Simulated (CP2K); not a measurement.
Band structure of ScIn3 (Pm-3m, 4 atoms in the cell).

```
ScIn3
1.0
    4.49569     0.00000     0.00000
    0.00000     4.49569     0.00000
    0.00000     0.00000     4.49569
Sc In
1 3
Direct
  0.00000   0.00000   0.00000
  0.00000   0.50000   0.50000
  0.50000   0.00000   0.50000
  0.50000   0.50000   0.00000
```

Method of the run: PBEsol, GPW, DZVP-MOLOPT-SR-GTH basis, GTH-PBE potentials (GTH_POTENTIALS) (CP2K).

Settings: CUTOFF = 600 Ry; REL_CUTOFF = 50 Ry; SMEAR/METHOD = FERMI_DIRAC; ELECTRONIC_TEMPERATURE = 1160.45 K; KPOINTS/SCHEME = MONKHORST-PACK 6 6 6; GAMMA_CENTERED = T; XC_FUNCTIONAL = PBE:PBESOL; Sc/BASIS_SET = DZVP-MOLOPT-SR-GTH; Sc/POTENTIAL = GTH-PBE-q11; In/BASIS_SET = DZVP-MOLOPT-SR-GTH; In/POTENTIAL = GTH-PBE-q13; METHOD = GPW; EPS_DEFAULT = 1e-10; EXTRAPOLATION = USE_GUESS.

The starting cell comes from a database of computed structures (which also holds hypothetical and non-ambient phases and stackings), without a prior relaxation at this level. Values carry the incompleteness of an atom-centred basis. The potentials were made for another functional than the one used.

Levels in eV from the Fermi level, bands 22 to 27:
| point | 22 | 23 | 24 | 25 | 26 | 27 |
|---|---|---|---|---|---|---|
| Γ | -2.61 | -1.97 | -1.97 | -1.97 | 1.34 | 1.34 |
| X | -1.43 | -1.43 | -1.10 | -0.92 | 1.19 | 1.22 |
| M | -5.88 | -4.06 | -0.38 | -0.38 | 1.10 | 1.52 |
| R | -4.88 | -4.13 | -2.99 | -2.99 | -2.99 | 1.32 |

Bands cross the Fermi level along this path, so the cell is metallic at this level.

Higher empty bands are left out: an atom-centred basis made for the valence describes them poorly.
